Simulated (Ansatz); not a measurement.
**Hypothetical fluorite TaGe2: pressure series**

Take TaGe2 in the fluorite structure (space group Fm-3m, No. 225; a hypothetical phase, not in the database extracts checked) as the base.

```
CELL_PARAMETERS angstrom
      0.00000     3.13737     3.13737
      3.13737     0.00000     3.13737
      3.13737     3.13737     0.00000
ATOMIC_POSITIONS crystal
  Ta 0.00000 0.00000 0.00000
  Ge 0.25000 0.25000 0.25000
  Ge 0.75000 0.75000 0.75000
```

Cell and atoms are relaxed at each pressure.

Level of theory: PBE/PAW in Ansatz (a first-principles code), without spin-orbit coupling, earlier PAW set.

| change | shortest interatomic distance | density |
|---|---|---|
| base | 2.717 Å | 8.77 g/cm³ |
| pressure −2 GPa | 2.736 Å | 8.59 g/cm³ |
| pressure −1 GPa | 2.727 Å | 8.68 g/cm³ |
| pressure 3 GPa | 2.691 Å | 9.03 g/cm³ |
| pressure 7 GPa | 2.661 Å | 9.33 g/cm³ |
| pressure 15 GPa | 2.613 Å | 9.86 g/cm³ |
| pressure 30 GPa | 2.544 Å | 10.68 g/cm³ |
| pressure 50 GPa | 2.476 Å | 11.59 g/cm³ |
| pressure 75 GPa | 2.412 Å | 12.54 g/cm³ |
| pressure 100 GPa | 2.363 Å | 13.34 g/cm³ |

Load acts through the strain it causes; cell and atoms are relaxed under it. No phonon test of stability was made. No other phases were tried under pressure. All final runs are without spin polarisation. An odd electron count without spin: TaGe2. TaGe2 has a high density of states at the Fermi level and may be magnetic at this level.
